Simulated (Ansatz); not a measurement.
Here is the system:

```
CELL_PARAMETERS angstrom
      3.28235     0.00000     0.00000
      1.64118     2.84260     0.00000
      0.00000     0.00000    18.34781
ATOMIC_POSITIONS crystal
  Se 0.66667 0.66667 0.40873
  Mo 0.33333 0.33333 0.50000
  Se 0.66667 0.66667 0.59127
```

No spin polarisation.

Level of theory: PBE-D3(BJ) (Ansatz, a program for electronic structure; PAW; 420 eV plane waves; scalar-relativistic without spin-orbit coupling), earlier PAW set. Settings: 12×12×1 k-points, 0.05 eV Fermi–Dirac smearing. The cell is a slab with vacuum along z.

Q: Predict the band gap, hole mass and gap character.

A: The band gap is 1.55 eV. The hole mass (in plane) is 0.65 mₑ (at K). The gap character is direct at K.

Masses are band curvatures over ±0.01 Å⁻¹ around the edge. Stability against distortions was not tested. The cell was made from MoSe₂ in the 2H-MoS2 type structure (space group P6_3/mmc, No. 194; layered, stacked along the Cartesian z axis) by this change: a free-standing slab of 1 layer (3 atoms, 3 a layer) is cut normal to the stacking axis, with 15 Å of vacuum and the in-plane cell relaxed.
